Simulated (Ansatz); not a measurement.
Response to strain in Ir

Start from Ir in the fcc (Cu type) structure (space group Fm-3m, No. 225; a = 3.831 Å; relaxed with 0.1 eV smearing). Axes: x, y, z lie along the cube axes.

Strains are applied to the cell and any free atomic positions relax; under biaxial strain the out-of-plane vector relaxes too.

The values are results of DFT with PBEsol, PAW potentials and a 420 eV plane-wave cutoff in Ansatz (an electronic-structure program), no spin-orbit coupling, not measurements.

Candidates:
(a) biaxial strain +2.00 %, plane normal [001], relaxed out of plane
(b) biaxial strain −1.00 %, plane normal [001], relaxed out of plane
(c) biaxial strain −1.50 %, plane normal [001], relaxed out of plane

Notes on the quantities. energy relative to the base: free energy F.

Order them by energy relative to the base, highest first.

(a) biaxial strain +2.00 %, plane normal [001], relaxed out of plane (+23 meV/atom), (c) biaxial strain −1.50 %, plane normal [001], relaxed out of plane (+14 meV/atom), (b) biaxial strain −1.00 %, plane normal [001], relaxed out of plane (+6.3 meV/atom)

No phonon test of stability was made. All final runs are without spin polarisation.
